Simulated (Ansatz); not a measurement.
# Response to strain in Ti

The reference is Ti in the hcp (Mg type) structure (space group P6_3/mmc, No. 194; a = 2.940 Å, c = 4.654 Å; relaxed with 0.1 eV smearing). Axes: x lies along a and z along c of the hexagonal cell.

Strains are applied to the cell and any free atomic positions relax; under biaxial strain the out-of-plane vector relaxes too.

Level of theory: PBE/PAW in Ansatz (a first-principles code), no SOC.

Notes on the quantities. in-plane stress: mean in-plane stress (compression positive).

```json
[
 {"change": "biaxial strain −2.20 %, plane normal [001], relaxed out of plane", "out-of-plane strain": "[?]", "in-plane stress": "+4.5 GPa"},
 {"change": "biaxial strain −0.32 %, plane normal [001], relaxed out of plane", "out-of-plane strain": "[?]", "in-plane stress": "[?]"},
 {"change": "biaxial strain +4.06 %, plane normal [001], relaxed out of plane", "out-of-plane strain": "-3.24 %", "in-plane stress": "[?]"},
 {"change": "isotropic strain +0.13 %", "out-of-plane strain": "–", "in-plane stress": "–"}
]
```

### Question
Complete the table.

### Answer

- biaxial strain −2.20 %, plane normal [001], relaxed out of plane, out-of-plane strain: +1.87 %
- biaxial strain −0.32 %, plane normal [001], relaxed out of plane, out-of-plane strain: +0.26 %
- biaxial strain −0.32 %, plane normal [001], relaxed out of plane, in-plane stress: +0.6 GPa
- biaxial strain +4.06 %, plane normal [001], relaxed out of plane, in-plane stress: -6.8 GPa

No phonon test of stability was made. All final runs are without spin polarisation.
